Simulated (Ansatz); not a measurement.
## Si: response to strain

Consider Si in the diamond structure (space group Fd-3m, No. 227; a = 5.434 Å). Axes: x, y, z lie along the cube axes.

Strains are applied to the cell and any free atomic positions relax; under biaxial strain the out-of-plane vector relaxes too; under stress the whole cell relaxes.

The values are results of Ansatz (a quantum-chemistry and plane-wave program), PBEsol, PAW, cutoff 420 eV, without spin-orbit coupling, not measurements.

Notes on the quantities. energy relative to the base: free energy F.

```tsv
change	energy relative to the base	band gap	gap character
base	0 meV/atom	0.47 eV	indirect, Γ → Γ–X (87 % along)
biaxial strain −4.32 %, plane normal [001], relaxed out of plane	+43 meV/atom	zero	–
biaxial strain +0.74 %, plane normal [001], relaxed out of plane	+1.1 meV/atom	0.34 eV	indirect, Γ → Γ–M (87 % along)
biaxial strain +3.35 %, plane normal [110], relaxed out of plane	+28 meV/atom	0.21 eV	indirect, Γ → X
biaxial strain −3.68 %, plane normal [111], relaxed out of plane	+38 meV/atom	zero	–
biaxial strain +1.30 %, plane normal [111], relaxed out of plane	+4.5 meV/atom	0.38 eV	indirect, Γ → F–Γ (13 % along)
isotropic strain −1.19 %	+7.8 meV/atom	0.40 eV	indirect, Γ → Γ–X (87 % along)
uniaxial strain ε_yy = +3.91 %	+15 meV/atom	0.33 eV	indirect, Γ → Γ–X (87 % along)
uniaxial stress, 1 GPa tension along z	+0.5 meV/atom	0.42 eV	indirect, Γ → Γ–X (87 % along)
tensor shear ε_xy = +1.30 %	+3.1 meV/atom	0.27 eV	indirect, Γ → k = (0.455, 0.455, 0) in the run's primitive reciprocal basis
```

A biaxial case was relaxed in a doubled cell and then solved in the primitive one. The mesh was chosen for an insulator and is coarse for the gapless case. Beyond what the load breaks, stability against distortions was not tested. A zero or small gap of Si under biaxial strain −4.32 %, plane normal [001], relaxed out of plane, Si under biaxial strain +3.35 %, plane normal [110], relaxed out of plane, Si under biaxial strain −3.68 %, plane normal [111], relaxed out of plane and Si under tensor shear ε_xy = +1.30 % can be the functional's error rather than a property of the material. Labels are those of the standard path for the cell's own space group.
